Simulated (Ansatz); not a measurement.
Worked example: self-consistent single point of a (110) slab of CoAl (cut from a parent of space group no. 221; 10 atoms in the cell) in Ansatz (a quantum-chemistry and plane-wave program).

Computed with PBEsol, PAW files made with PBE (plane waves; Ansatz).

```
CELL_PARAMETERS angstrom
      2.85142     0.00000     0.00000
      0.00000     4.03252     0.00000
      0.00000     0.00000    22.06500
ATOMIC_POSITIONS crystal
  Al 0.50000 0.25000 0.31724
  Co 0.00000 0.75000 0.31724
  Al 0.50000 0.75000 0.40862
  Co 0.00000 0.25000 0.40862
  Al 0.50000 0.25000 0.50000
  Co 0.00000 0.75000 0.50000
  Al 0.50000 0.75000 0.59137
  Co 0.00000 0.25000 0.59137
  Al 0.50000 0.25000 0.68276
  Co 0.00000 0.75000 0.68276
```

Reference input (self-consistent single point, DFT, PBEsol, plane waves, PAW files made with PBE): basis.ecutwfc = 420 eV; kpoints.mp_grid.grid = 9 7 1; hamiltonian.xc = pbesol; hamiltonian.pseudopotentials = {kind: paw} (the program's default PAW files); scf.occupations.method = gaussian; scf.occupations.width = 0.1 eV. This run's input differs from it in these lines:

Ansatz 0.2 input:
```diff
@@ -18,3 +18,3 @@
 basis:
-  ecutwfc: 420.0 eV
+  ecutwfc: 355.0 eV
 kpoints:
```

The program printed (abridged):

```
SCF iter   1: F=—  HF=-28095.492371 eV  |F-HF|=—  |Δ(HF+E_count)|=         —  Δρ=1.04e-1  dr2=5.42e1  ethr=3.10e-3  ⟨swp⟩=9.8  Hψ=5786  notcnv=0  defer=8
all-band conjugate gradients solve this SCF's bands
preconditioner: auto → LDOS
SCF iter   2: F=—  HF=-28094.943993 eV  |F-HF|=—  |Δ(HF+E_count)|=   5.48e-1  Δρ=1.49e-1  dr2=5.55e1  ethr=3.10e-3  ⟨swp⟩=5.7  Hψ=3241  notcnv=0  defer=70
   [... lines left out ...]
SCF iter  10: F=—  HF=-28090.148649 eV  |F-HF|=—  |Δ(HF+E_count)|=   1.62e-4  Δρ=4.71e-5  dr2=3.42e-6  ethr=4.43e-8  ⟨swp⟩=2.9  Hψ=1952  notcnv=0  defer=65
SCF iter  11: F=—  HF=-28090.148675 eV  |F-HF|=—  |Δ(HF+E_count)|=   2.52e-5  Δρ=1.63e-5  dr2=4.74e-7  ethr=3.42e-9  ⟨swp⟩=2.4  Hψ=1745  notcnv=0  defer=65
SCF iter  12: F=—  HF=-28090.148677 eV  |F-HF|=—  |Δ(HF+E_count)|=   2.22e-6  Δρ=6.72e-6  dr2=1.14e-7  ethr=1.00e-10  ⟨swp⟩=18.9  Hψ=6886  notcnv=0
SCF iter  13: F=-28090.148677 eV  HF=-28090.148677 eV  |F-HF|=5.65e-8  |Δ(HF+E_count)|=   5.07e-8  Δρ=1.42e-6  dr2=1.05e-8  ethr=1.00e-10  ⟨swp⟩=5.3  Hψ=4055  notcnv=0
SCF 1 converged in 13 iterations: F = -28090.148677 eV  dr2 = 1.05e-8
Free energy (F): -28090.148677 eV
Internal energy: -28090.111493 eV  (E = F + TS)
E sigma→0 (E₀):  -28090.130085 eV
Entropy (-TS):   -0.037183 eV (-3.718 meV/atom)
Fermi energy:    3.811402 eV
--- Forces (eV/Å), atoms counted from 1 ---
  atom   1  Al     0.00000000    -0.00000000    -0.44027750
  atom   2  Co     0.00000000     0.00000000     0.87637313
  atom   3  Al     0.00000000    -0.00000000    -0.37155686
  atom   4  Co     0.00000000     0.00000000     0.35261591
  atom   5  Al     0.00000000     0.00000000     0.00000000
  atom   6  Co     0.00000000     0.00000000     0.00000000
  atom   7  Al     0.00000000     0.00000000     0.37155686
  atom   8  Co     0.00000000    -0.00000000    -0.35261591
  atom   9  Al     0.00000000     0.00000000     0.44027750
  atom  10  Co     0.00000000    -0.00000000    -0.87637313
--- Stress (GPa, compression-positive) ---
       -5.350049       0.000000      -0.000000
        0.000000      -4.269888      -0.000000
       -0.000000      -0.000000      -2.172974
  P = ⅓ Tr σ = -3.9310 GPa (-39.310 kbar)
  The stress holds the Pulay correction. Without it, at fixed plane waves, as pw.x and ABINIT print it: P = -4.4252 GPa
```

The run converged in 13 iterations. Against the reference run the free energy goes up by 5.6 meV/atom and the largest force hardly changes (0.880 to 0.876 eV/Å).

The starting cell has typed, rounded lattice constants, without a prior relaxation at this level. The slab is cut from that crystal, and its faces are unrelaxed. Its lattice was rescaled by up to half a per cent. Spin polarisation is off. The cutoff lies below the one recommended for these files.
